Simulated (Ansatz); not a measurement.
# CuGaSe2: energy against strain

CuGaSe2 (chalcopyrite, I-42d, 22.644 Å³/atom at rest, c along z) under a strain ε along c (axis z), the other axes held. PBE in Ansatz, a plane-wave DFT program (PAW, default set), 420 eV, 8×8×8 Γ-centred mesh, Fermi-Dirac smearing 0.05 eV; ions are relaxed within the symmetry of each cell.

Here s stands for strain and y for E less E0.

| strain (%) | E less E0 (meV/atom) |
|---|---|
| -1.50 | 1.35 |
| -0.75 | 0.33 |
| 0.00 | 0.00 |
| 0.75 | 0.34 |
| 1.50 | 1.33 |
| 3.00 | ? |

### Question
Using a parabola, estimate the missing y at s = 3.00 from the other rows, showing the fit.

### Answer
Least squares gives y = 0.000 - 0.0040·s + 0.5956·s². Residuals (row less fit): 0.004, -0.008, 0.000, 0.008, -0.004; standard error 0.009 (degrees of freedom: 2). Twice the quadratic coefficient over the volume, 2 × 0.5956 meV × 10⁴ × 0.1602 / 22.644 Å³, is the elastic constant C33 = 84 ± 0.6 GPa. At the withheld row, y = 0.000 - 0.0040 × 3.00 + 0.5956 × 3.00² = 5.348 meV/atom. The calculation gives 5.21 meV/atom, 0.138 meV/atom below the prediction (2.6 % of the range of y in the table). The row lies outside the fitted rows, so this is an extrapolation. From the scatter of the fitted rows alone, a prediction at this place has a standard error of 0.037 meV/atom, so the miss is 3.7 times that.

One order more, fitted to all 9 runs of the series, follows each within 0.01, so the miss is the next term of a smooth law. This level leaves no gap over 0.05 eV at strain -1.50, -0.75, 0.00, 0.75, 1.50, 3.00, where the mesh may be coarse. Rows are the converged runs of the series near zero and its far end; series whose fitted rows scatter by over a few per cent of the range, as at a crossing or softening among them, aren't shown in this form. Most that stay on the fit to the last digits aren't either.
